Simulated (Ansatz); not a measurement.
Base system: ZnO (space group Pm-3n, No. 223; a = 5.657 Å; a hypothetical phase, not in the database extracts checked). Axes: x, y, z lie along the cube axes.

Computed with PBE/PAW in Ansatz (a quantum-chemistry and plane-wave program), spin-orbit coupling left out.

A first run, uniaxial strain ε_xx = +2.35 %, gives secant values C11 ≈ 160 GPa and C12 ≈ 68 GPa from its stress. A second run applies isotropic strain +1.12 %.

What does linear elasticity predict for the bulk modulus −ΔP/(ΔV/V₀) in the second run, and what does the run give?

Linear elasticity: (C11 + 2 C12)/3 = 99 GPa. The run gives 95 GPa; any difference comes from nonlinear terms at these strains and numerical noise.

No phonon test of stability was made.
